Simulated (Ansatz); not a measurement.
The starting structures come from a database of crystals and need not be the phases stable at ambient conditions.

```
LaMoN3
1.0
    6.30262     0.00000     0.00000
    0.00000    10.07495     0.00000
    1.65961     5.03747     5.14124
La Mo N
4 4 12
Direct
  0.75000   0.31632   0.00000
  0.25000   0.68368   0.00000
  0.75000   0.90712   0.00000
  0.25000   0.09288   0.00000
  0.25293   0.61975   0.58098
  0.74707   0.38025   0.41902
  0.24707   0.20073   0.41902
  0.75293   0.79927   0.58098
  0.14544   0.39275   0.73218
  0.85456   0.60725   0.26782
  0.35456   0.12493   0.26782
  0.64544   0.87507   0.73218
  0.15457   0.00280   0.77068
  0.84543   0.99720   0.22932
  0.34543   0.77348   0.22932
  0.65457   0.22652   0.77068
  0.99654   0.67214   0.69908
  0.00346   0.32786   0.30092
  0.50346   0.37122   0.30092
  0.49654   0.62878   0.69908
```

Space group of this cell: C2/c. The cell is taken as given; by PBEsol its mean pressure is -2.3 GPa.

Transport runs along the normal of the first two printed cell vectors.

No gap correction and no spin-orbit coupling; mid-gap values are interpolated between computed energies.

### Question
Estimate the band gap and the smallest decay constant κ at mid-gap that Ansatz (a program for electronic structure) with PBEsol returns for this system.

### Answer
Gap 2.13 eV on a 6×6×6 mesh; κ = 0.318 1/Å, at (0.167, 0.000) of the in-plane reciprocal vectors. At the zone centre, at the nearest computed energy, the slowest state has κ = 0.32 1/Å.
